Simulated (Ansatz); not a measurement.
```xyz
2
Lattice="0.0000 2.9696 2.9696 2.9696 0.0000 2.9696 2.9696 2.9696 0.0000" Properties=species:S:1:pos:R:3 pbc="T T T"
Ga     0.0000     0.0000     0.0000
Sb     1.4848     1.4848     1.4848
```

Calculation: r2SCAN with spin-orbit coupling, rigid bands (plane waves, PAW; Ansatz, an electronic-structure program). Condition of this run: hydrostatic pressure of 5.4 GPa (compression positive) (the target of the relaxation). How the cell was made: cell and atoms relaxed with PBEsol, then loaded as said.

**Question.** What conductivity effective mass do dilute holes have at 300 K?

**Answer.** 0.24 mₑ.

**Question.** What conductivity effective mass do dilute electrons have at 300 K?

**Answer.** 0.182 mₑ.

**Question.** And the band gap?

**Answer.** 0.69 eV at this level; semilocal functionals usually fall short of the measured gap.

Rigid bands, one relaxation time for all states, no polarons. Geometry: cell and atoms relaxed with PBEsol.
